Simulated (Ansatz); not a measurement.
# SrHfO₃ (space group I4/mcm, No. 140; a cell from a computed database, its experimental status unchecked)

```yaml
crystal:
  lattice:
    - [-2.85713, 2.85713, 4.13564]
    - [2.85713, -2.85713, 4.13564]
    - [2.85713, 2.85713, -4.13564]
  atoms:
    - { symbol: Sr, position: [0.25000, 0.75000, 0.50000] }
    - { symbol: Sr, position: [0.75000, 0.25000, 0.50000] }
    - { symbol: Hf, position: [0.50000, 0.50000, 0.00000] }
    - { symbol: Hf, position: [0.00000, 0.00000, 0.00000] }
    - { symbol: O, position: [0.69257, 0.19257, 0.88514] }
    - { symbol: O, position: [0.30743, 0.80743, 0.11486] }
    - { symbol: O, position: [0.19257, 0.30743, 0.50000] }
    - { symbol: O, position: [0.80743, 0.69257, 0.50000] }
    - { symbol: O, position: [0.75000, 0.75000, 0.00000] }
    - { symbol: O, position: [0.25000, 0.25000, 0.00000] }
```

The values are results of PBEsol/PAW in Ansatz (a program for electronic structure), no spin-orbit coupling, not measurements. k-mesh 8×8×8 (Γ-centred); smearing 0.05 eV (Fermi–Dirac).

```yaml
volume_per_atom: 13.50 Å³
density: 7.72 g/cm³
band_gap: 4.09 eV, direct at Γ
Lowest conduction-band minima above the VBM: Γ 4.09 eV
total_energy: -4156.435 eV/atom (σ→0; compares only within this code and set-up)
```

Spin-orbit coupling, missing from the scalar runs, can matter with Hf. Whether these cells are dynamically stable was not tested.
